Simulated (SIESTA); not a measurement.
A relaxation of cell and atoms of Na₃Ca (P1, 4 atoms in the cell) with SIESTA.

Level of theory: SIESTA with LDA PW92, numerical atomic orbitals TZP, PseudoDojo LDA standard norm-conserving potentials (rewritten from UPF to PSML).

```yaml
crystal:
  lattice:
    - [5.35463, 0.00000, 0.00000]
    - [0.00000, 5.35463, 0.00000]
    - [0.00000, 0.00000, 5.35463]
  atoms:
    - { symbol: Na, position: [0.00451, 0.49751, 0.49936] }
    - { symbol: Na, position: [0.49938, 0.00421, 0.50437] }
    - { symbol: Na, position: [0.49663, 0.49667, 0.99444] }
    - { symbol: Ca, position: [0.99947, 0.00161, 0.00183] }
```

Reference input (self-consistent single point, DFT, LDA PW92, numerical atomic orbitals TZP, PseudoDojo LDA standard norm-conserving potentials (rewritten from UPF to PSML)): XC.functional = LDA; XC.authors = PW92; potentials = PseudoDojo LDA standard; PAO.BasisSize = TZP; PAO.EnergyShift = 0.01 Ry; MeshCutoff = 400 Ry; kgrid.MonkhorstPack = 4 4 4; OccupationFunction = MP; OccupationMPOrder = 0; ElectronicTemperature = 0.272 eV; MaxSCFIterations = 150; SCF.Mixer.Method = Pulay. This run's input differs from it in these lines:

```diff
@@ -44,2 +44,7 @@
 Diag.ParallelOverK           true
+MD.TypeOfRun                 FIRE
+MD.Steps                     40
+MD.MaxForceTol               0.02 eV/Ang
+MD.VariableCell              true
+MD.MaxStressTol              0.05 GPa
 WriteForces                  true
```

Output (repeated stretches shortened):

```
        iscf     Eharris(eV)        E_KS(eV)     FreeEng(eV)     dDmax    Ef(eV) dHmax(eV)
   scf:    1    -4771.087451    -4772.339150    -4772.418659  1.668279 -3.253788  3.599388
   scf:    2    -4772.526186    -4772.435259    -4772.516201  0.064767 -3.287731  2.548529
   scf:    3    -4772.590730    -4772.528855    -4772.614367  0.158763 -3.382650  0.312988
   scf:    4    -4772.536926    -4772.533642    -4772.617724  0.024738 -3.387144  0.044221
   scf:    5    -4772.533668    -4772.533656    -4772.617768  0.002174 -3.386388  0.020369
   scf:    6    -4772.533575    -4772.533617    -4772.617789  0.002287 -3.387218  0.002854
   scf:    7    -4772.533608    -4772.533613    -4772.617789  0.000305 -3.387449  0.001394
   scf:    8    -4772.533612    -4772.533612    -4772.617789  0.000294 -3.387380  0.001725
   scf:    9    -4772.533612    -4772.533612    -4772.617789  0.000151 -3.387451  0.000105
   scf:   10    -4772.533612    -4772.533612    -4772.617789  0.000008 -3.387446  0.000003
SCF Convergence by DM+H criterion
max |DM_out - DM_in|         :     0.0000084698
max |H_out - H_in|      (eV) :     0.0000026474
SCF cycle converged after 10 iterations

Using DM_out to compute the final energy and forces

siesta: E_KS(eV) =            -4772.5336

siesta: E_KS - E_eggbox =     -4772.5336

siesta: Atomic forces (eV/Ang):
     1   -0.026727    0.035647    0.001717
     2    0.011799   -0.030654   -0.035233
     3    0.032302    0.041975    0.030163
     4   -0.016988   -0.046716    0.003626
   Tot    0.000386    0.000251    0.000272
   Max    0.046716
   Res    0.029591    sqrt( Sum f_i^2 / 3N )
   Max    0.046716    constrained

Stress tensor Voigt[x,y,z,yz,xz,xy] (kbar):        4.47        4.45        4.44       -0.03       -0.02        0.00
(Free)E + p*V (eV/cell)    -4773.0445
   [... lines left out ...]
siesta: Pressure (static):         -4.45333358  kBar
siesta: Pressure (total):         -4.45333358  kBar
No target stress found, assuming hydrostatic MD.TargetPressure.
Target stress (kBar)
outcell: Cell volume (Ang**3)        :    147.7532
        iscf     Eharris(eV)        E_KS(eV)     FreeEng(eV)     dDmax    Ef(eV) dHmax(eV)
siesta: Pressure (static):          0.21757466  kBar
siesta: Pressure (total):          0.21757466  kBar
outcell: Cell volume (Ang**3)        :    147.7532
siesta: FreeEng =     -4772.628223
   [... lines left out ...]
               4pz     4px
   4  9.645   1.986   0.689  -0.247   0.466   2.017   2.017   2.017   0.233
              0.233   0.233

mulliken: Qtot =       37.000

Mulliken Atomic Populations:
Atom #   charge [q] valence [e]  Species
     1    -0.118201    9.118201  Na
     2    -0.118244    9.118244  Na
     3    -0.118247    9.118247  Na
     4     0.354692    9.645308  Ca
 Total     0.000000
```

The run converged. 

Summary of the result:
Free energy E − TS: -4772.6282 eV
Fermi level (on the code's own zero): -3.41 eV
Pressure: 0.02 GPa
Largest force (vector length): 0.021 eV/Å
Final cell: a = 5.2864 Å, b = 5.2867 Å, c = 5.2868 Å, α = 89.99°, β = γ = 90.00°
Final volume per atom: 36.94 Å³
Relaxation steps: 15

The starting cell comes from a database of computed structures (which also holds hypothetical and non-ambient phases and stackings), without a prior relaxation at this level. Its atoms were displaced at random from the sites of space group no. 221. Values carry the incompleteness of an atom-centred basis.

Cost on one core of a shared machine: roughly 2 min.
